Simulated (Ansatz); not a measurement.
```yaml
crystal:
  lattice:
    - [5.30136, 0.00000, 0.00000]
    - [-2.65068, 4.59111, 0.00000]
    - [0.00000, 0.00000, 4.42215]
  atoms:
    - { symbol: La, position: [0.00000, 0.00000, 0.00000] }
    - { symbol: Pd, position: [0.00000, 0.50000, 0.50000] }
    - { symbol: Pd, position: [0.50000, 0.00000, 0.50000] }
    - { symbol: Pd, position: [0.50000, 0.50000, 0.50000] }
    - { symbol: Pd, position: [0.33333, 0.66667, 0.00000] }
    - { symbol: Pd, position: [0.66667, 0.33333, 0.00000] }
```

The numbers are results of PBEsol, DFPT electron-phonon coupling, linearised Boltzmann equation (plane waves, PAW, scalar-relativistic; Ansatz, an electronic-structure program), not measurements. Geometry: relaxed with this functional, without spin-orbit coupling.

### Question
What phonon-limited resistivity does this give at 300 K?

### Answer
43 (x), 43 (y), 30 (z) μΩ·cm.

A metal at this level (no band gap). Only scattering by harmonic phonons is included (no impurities, grain boundaries, electron-electron scattering or thermal expansion). Spin-orbit coupling is left out. The squared frequency of the phonon mode least converged on the k mesh is uncertain by about 23 %. Halving the electron mesh (20x20x20) moves the resistivity by up to 3 % at 300 K. Smearing 0.20 eV; phonons on a 3x3x3 q mesh, which this run doesn't test.

Computed structure with no diffraction record at hand here (it may be known, metastable or hypothetical): LaPd5 (P6/mmm).
